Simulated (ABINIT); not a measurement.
Band structure of Te₂Mo (P6_3/mmc, 6 atoms in the cell).

```
CELL_PARAMETERS angstrom
      3.62377     0.00000     0.00000
     -1.81188     3.13828     0.00000
      0.00000     0.00000    14.88654
ATOMIC_POSITIONS crystal
  Te 0.33333 0.66667 0.62782
  Te 0.66667 0.33333 0.37218
  Te 0.66667 0.33333 0.12782
  Te 0.33333 0.66667 0.87218
  Mo 0.33333 0.66667 0.25000
  Mo 0.66667 0.33333 0.75000
```

Method: PBE, PAW (JTH v2.0 PBE PAW) (plane waves; ABINIT 10.0.3).

Settings: pseudos = [Te.GGA_PBE-JTH.xml, Mo.GGA_PBE-JTH.xml]; ecut = 544 eV; pawecutdg = 1088 eV; pawxcdev = 0; ixc = 11; occopt = 3; tsmear = 0.00036749 Ha; ngkpt = 5 5 1; nshiftk = 1; shiftk = 0 0 0; potentials = JTH v2.0 PBE PAW; kptopt = 1; nstep = 60.

The starting cell comes from a database of computed structures (which also holds hypothetical and non-ambient phases and stackings), without a prior relaxation at this level. Its lattice was rescaled by a random factor within 2.5 % of one. Spin-orbit coupling is off.

**Question.** Predict the gap along the standard path and the places of the band edges.

**Answer.** The gap along the path is 0.88 eV, from Γ to a point between K and Γ; the smallest direct gap on it is 0.91 eV.

Levels in eV from the top of the valence band on the SCF mesh, bands 23 to 30:
| point | 23 | 24 | 25 | 26 | 27 | 28 | 29 | 30 |
|---|---|---|---|---|---|---|---|---|
| Γ | -0.96 | -0.70 | -0.63 | 0.00 | 2.69 | 2.69 | 2.75 | 2.75 |
| M | -0.79 | -0.74 | -0.58 | -0.45 | 1.19 | 1.23 | 1.43 | 1.60 |
| K | -1.72 | -1.72 | -0.12 | -0.01 | 0.90 | 0.90 | 1.45 | 2.07 |
| A | -0.97 | -0.97 | -0.12 | -0.12 | 2.71 | 2.71 | 2.71 | 2.71 |
| L | -0.76 | -0.76 | -0.52 | -0.52 | 1.21 | 1.21 | 1.52 | 1.52 |
| H | -1.78 | -1.78 | -0.07 | -0.07 | 0.90 | 0.90 | 1.74 | 1.74 |
